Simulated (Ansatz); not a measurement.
Start from Al$_{2}$O$_{3}$ in the corundum structure (space group R-3c, No. 167; a = 4.729 Å, c = 12.892 Å (hexagonal axes)). Axes: x lies along a and z along c of the hexagonal cell.

Method: plane-wave PAW DFT at the LDA level (Ansatz, a first-principles code, 420 eV), scalar-relativistic without spin-orbit coupling.

Base values:

| Quantity | Value |
|---|---|
| Gap character | direct at Γ |
| Shortest interatomic distance | 1.844 Å |

The change: a pure shear with ε_xz = ε_zx = 0.0080, atoms relaxed at fixed cell.

Problem. What happens to the gap character, energy relative to the base and shortest interatomic distance?

Solution. The gap character remains direct at Γ; the energy grows by 1.0 meV/atom; the shortest interatomic distance drops by 0.007 Å, from 1.844 Å to 1.837 Å.

The cells carry an imposed strain or load. Whether these cells are dynamically stable was not tested. Labels are those of the standard path for the cell's own space group.
